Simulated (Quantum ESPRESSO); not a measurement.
Worked example: self-consistent single point of Sr3Cr (Pm-3m, 4 atoms in the cell) in Quantum ESPRESSO.

Computed with PBEsol, PseudoDojo standard norm-conserving (PBESOL) pseudopotentials (plane waves; Quantum ESPRESSO 7.5).

The change in words: lattice scaled by 0.98. Reference geometry:
```yaml
crystal:
  lattice:
    - [5.54514, 0.00000, 0.00000]
    - [0.00000, 5.54514, 0.00000]
    - [0.00000, 0.00000, 5.54514]
  atoms:
    - { symbol: Sr, position: [0.00000, 0.50000, 0.50000] }
    - { symbol: Sr, position: [0.50000, 0.00000, 0.50000] }
    - { symbol: Sr, position: [0.50000, 0.50000, 0.00000] }
    - { symbol: Cr, position: [0.00000, 0.00000, 0.00000], spin: 3.0 }
```
(The spins are starting values, not results.)

Reference input (self-consistent single point, DFT, PBEsol, plane waves, PseudoDojo standard norm-conserving (PBESOL) pseudopotentials): ecutwfc = 95 Ry; occupations = smearing; smearing = gaussian; degauss = 0.019992 Ry; nspin = 2; potentials = {Sr: Sr.upf, Cr: Cr.upf}; K_POINTS = automatic 5 5 5 0 0 0; conv_thr = 1e-10 Ry; mixing_beta = 0.4. This run's input differs from it in these lines:

```diff
@@ -28,5 +28,5 @@
 CELL_PARAMETERS {angstrom}
-   5.54514100     0.00000000     0.00000000
-   0.00000000     5.54514100     0.00000000
-   0.00000000     0.00000000     5.54514100
+   5.43423800     0.00000000     0.00000000
+   0.00000000     5.43423800     0.00000000
+   0.00000000     0.00000000     5.43423800
 ATOMIC_POSITIONS {alat}
```

The program printed (abridged):

```
     Self-consistent Calculation

     iteration #  1     ecut=    95.00 Ry     beta= 0.40

---- Real-time Memory Report at c_bands before calling an iterative solver
           256 MiB given to the printing process from OS
           241 MiB allocation reported by mallinfo(arena+hblkhd)
------------------

     total energy              =    -382.03868352 Ry
     estimated scf accuracy    <       1.41974842 Ry

     total magnetization       =     2.83 Bohr mag/cell
     absolute magnetization    =     3.10 Bohr mag/cell

     iteration #  2     ecut=    95.00 Ry     beta= 0.40

   [... lines left out ...]
     absolute magnetization    =     5.06 Bohr mag/cell

     iteration # 19     ecut=    95.00 Ry     beta= 0.40

---- Real-time Memory Report at c_bands before calling an iterative solver
           406 MiB given to the printing process from OS
           390 MiB allocation reported by mallinfo(arena+hblkhd)
------------------

     Magnetic moment per site  (integrated on atomic sphere of radius R)
     atom   1 (R=0.292)  charge=  8.7741  magn=  0.0159
     atom   2 (R=0.292)  charge=  8.7741  magn=  0.0159
     atom   3 (R=0.292)  charge=  8.7741  magn=  0.0159
     atom   4 (R=0.292)  charge= 13.6620  magn=  4.5638
     End of self-consistent calculation

     the Fermi energy is     6.5823 ev

!    total energy              =    -382.85315069 Ry
     estimated scf accuracy    <          1.1E-11 Ry
     smearing contrib. (-TS)   =      -0.01217541 Ry
     internal energy E=F+TS    =    -382.84097528 Ry

     total magnetization       =     4.96 Bohr mag/cell
     absolute magnetization    =     5.06 Bohr mag/cell

     convergence has been achieved in  19 iterations

     Forces acting on atoms (cartesian axes, Ry/au):

     atom    1 type  1   force =     0.00000000    0.00000000    0.00000000
   [... zero for the other atoms too ...]

     Total force =     0.000000     Total SCF correction =     0.000000

          total   stress  (Ry/bohr**3)                   (kbar)     P=       -0.84
  -0.00000570   0.00000000   0.00000000           -0.84        0.00        0.00
   0.00000000  -0.00000570   0.00000000            0.00       -0.84        0.00
   0.00000000   0.00000000  -0.00000570            0.00        0.00       -0.84

   JOB DONE.
```

The run converged in 19 iterations. Against the reference run the free energy drops by 8.3 meV/atom, the pressure goes from -0.94 to -0.08 GPa and the size of the net moment hardly changes (1.26 to 1.24 μB/atom).

The starting cell comes from a database of computed structures (which also holds hypothetical and non-ambient phases and stackings), without a prior relaxation at this level. Its lattice was rescaled by a random factor within 2.5 % of one. For this run, on top of that: lattice scaled by 0.98. With one magnetic atom in the cell only a parallel order is possible.

Cost on one core of a shared machine: roughly 6 min.
